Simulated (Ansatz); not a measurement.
The reference is TiAl (space group P4/mmm, No. 123; a = 2.824 Å, c = 4.075 Å; relaxed with 0.1 eV smearing). Axes: x, y, z lie along a, b, c of the conventional cell.

Calculations: PBE (Ansatz, a quantum-chemistry and plane-wave program; PAW; 420 eV plane waves; without spin-orbit coupling).

Before the change:

| Item | Result |
|---|---|
| Shortest interatomic distance | 2.824 Å |

It is then changed as follows: the cell is compressed by 2.00 % along z with no lateral relaxation, atoms relaxed at fixed cell.

Problem. What happens to the stress, energy relative to the base and shortest interatomic distance?

Solution. The stress (xx, yy, zz, yz, xz, xy; compression positive) comes out as (1.8, 1.8, 3.4, 0.0, 0.0, 0.0) GPa; the energy rises by 3.5 meV/atom; the shortest interatomic distance remains 2.824 Å.

The cells carry an imposed strain or load. No phonon test of stability was made. All final runs are without spin polarisation.
